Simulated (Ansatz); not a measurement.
Charge-transition levels above the valence-band maximum in beta Si3N4 (eV), each at one geometry relaxed with PBE and evaluated in Ansatz (a first-principles code) with PBE, r2SCAN. Host gaps: PBE 4.25 eV, r2SCAN 4.90 eV. Cell and caveats: 84-site cell; 2×2×2 shifted k-points; charged states image-corrected; no spin–orbit coupling; no Hubbard U; corrections pass 1 eV, so highly charged states may be off by several tenths; flagged in the runs: for some of the defects a doubtful potential alignment, a host whose relaxation on this sampling wasn't shown to rest, a strain field that reaches the edge of the cell.

```tsv
defect	PBE	r2SCAN
Ti interstitial (+1/0)	3.59	4.25
Ge interstitial (+1/0)	2.83	3.18
C on the N site [the N(1,3-fold) site] (+1/0)	0.27	0.12
Si vacancy [the Si(1,4-fold) site] (−1/−2)	1.02	1.35
Hf on the Si site [the Si(1,4-fold) site] (0/−1)	3.86	4.21
Ru interstitial (+2/+1)	1.06	1.13
Ta interstitial (+1/0)	2.60	3.05
Mn on the Si site [the Si(1,4-fold) site] (+1/0)	0.64	0.50
C on the N site [the N(1,3-fold) site] (0/−1)	1.52	1.91
```

PBE less r2SCAN: over the 9 rows with both numbers (drawn at random from the settled rows of this host; unsettled states are left out), mean -0.25 eV, median -0.34 eV, mean size 0.32 eV, from -0.66 to 0.15 eV.
